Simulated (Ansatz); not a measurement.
**MoS2, response to strain**

Consider MoS2 (space group P6_3/mmc, No. 194; a = 3.149 Å, c = 12.089 Å; layered, stacked along the Cartesian z axis). Axes: x lies along a and z along c of the hexagonal cell.

Strains are applied to the cell and any free atomic positions relax; under biaxial strain the out-of-plane vector relaxes too.

All numbers come from PBE-D3(BJ) in Ansatz (plane waves to 420 eV, PAW, no SOC).

Notes on the quantities. in-plane stress: mean in-plane stress (compression positive).

```json
[
 {"change": "base", "in-plane stress": "–", "hole mass": "1.0 mₑ along c, 0.61 mₑ across (at Γ)", "band gap": "0.77 eV", "volume per atom": "17.31 Å³"},
 {"change": "biaxial strain +0.60 %, plane normal [001], relaxed out of plane", "in-plane stress": "-1.7 GPa", "hole mass": "1.1 mₑ out of plane, 0.57 mₑ in plane (at Γ)", "band gap": "0.76 eV", "volume per atom": "17.48 Å³"},
 {"change": "biaxial strain +1.20 %, plane normal [001], relaxed out of plane", "in-plane stress": "-3.3 GPa", "hole mass": "1.2 mₑ out of plane, 0.54 mₑ in plane (at Γ)", "band gap": "0.75 eV", "volume per atom": "17.65 Å³"},
 {"change": "biaxial strain +2.40 %, plane normal [001], relaxed out of plane", "in-plane stress": "-6.2 GPa", "hole mass": "1.3 mₑ out of plane, 0.49 mₑ in plane (at Γ)", "band gap": "0.60 eV", "volume per atom": "18.01 Å³"},
 {"change": "biaxial strain +3.00 %, plane normal [001], relaxed out of plane", "in-plane stress": "-7.6 GPa", "hole mass": "1.4 mₑ out of plane, 0.46 mₑ in plane (at Γ)", "band gap": "0.49 eV", "volume per atom": "18.18 Å³"}
]
```

Effective masses come from finite differences of ±0.01 Å⁻¹. Stability against distortions was not tested.

Ansatz is an electronic-structure program.
